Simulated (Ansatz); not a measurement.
The reference is Sb in the fcc (Cu type) structure (space group Fm-3m, No. 225; a = 4.714 Å; relaxed with 0.1 eV smearing). Axes: x, y, z lie along the cube axes.

Perturbation: the symmetric strain tensor [-0.0074 0.0066 -0.0067; 0.0066 0.0092 -0.0082; -0.0067 -0.0082 0.0018], atoms relaxed at fixed cell.

Levels (all Ansatz, an electronic-structure program, PAW): PBEsol (420 eV, no spin-orbit coupling); PBEsol+SOC (420 eV, noncollinear with spin-orbit coupling).

The geometry is relaxed with PBEsol.

```
Quantity           Result
---------------  --------
PBEsol pressure  -0.2 GPa
```

With PBEsol+SOC at the same geometry, the pressure rises by 0.2 GPa to 0.0 GPa.

Single points use the geometry relaxed with PBEsol. The spin-orbit shifts are approximate. Stability against distortions was not tested. This is not the structure that Sb has at room temperature and ambient pressure.
